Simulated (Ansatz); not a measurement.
InP: response to strain

Start from InP in the zinc blende structure (space group F-43m, No. 216; a = 5.907 Å).

Strains are applied to the cell and any free atomic positions relax.

Method: r2SCAN (Ansatz, an electronic-structure program, PAW, without spin-orbit coupling).

Notes on the quantities. energy relative to the base: free energy F; hole mass: degenerate bands, along [100].

```
case                      energy relative to the base  volume per atom    band gap    pressure                    hole mass
------------------------  ---------------------------  ---------------  ----------  ----------  ---------------------------
base                                       0 meV/atom         25.76 Å³     1.03 eV    0.0 kbar  0.073, 0.44, 0.44 mₑ (at Γ)
isotropic strain +0.50 %                   (withheld)         26.15 Å³     0.94 eV   -9.9 kbar  0.068, 0.45, 0.45 mₑ (at Γ)
isotropic strain +1.00 %                +4.8 meV/atom         26.54 Å³  (withheld)  -19.0 kbar  0.062, 0.45, 0.45 mₑ (at Γ)
isotropic strain +1.50 %                 +11 meV/atom         26.94 Å³     0.77 eV  -27.5 kbar                   (withheld)
isotropic strain +2.00 %                 +18 meV/atom         27.34 Å³     0.68 eV  -35.4 kbar  0.051, 0.47, 0.47 mₑ (at Γ)
isotropic strain +2.50 %                 +28 meV/atom         27.74 Å³     0.60 eV  -42.7 kbar  0.045, 0.48, 0.48 mₑ (at Γ)
isotropic strain +3.00 %                 +40 meV/atom         28.15 Å³     0.51 eV  (withheld)  0.040, 0.49, 0.49 mₑ (at Γ)
```

Task: What belongs in the blanks?

Result: 
- isotropic strain +0.50 %, energy relative to the base: +1.2 meV/atom
- isotropic strain +1.00 %, band gap: 0.85 eV
- isotropic strain +1.50 %, hole mass: 0.057, 0.46, 0.46 mₑ (at Γ)
- isotropic strain +3.00 %, pressure: -49.4 kbar

Masses are band curvatures over ±0.01 Å⁻¹ around the edge. No phonon test of stability was made.
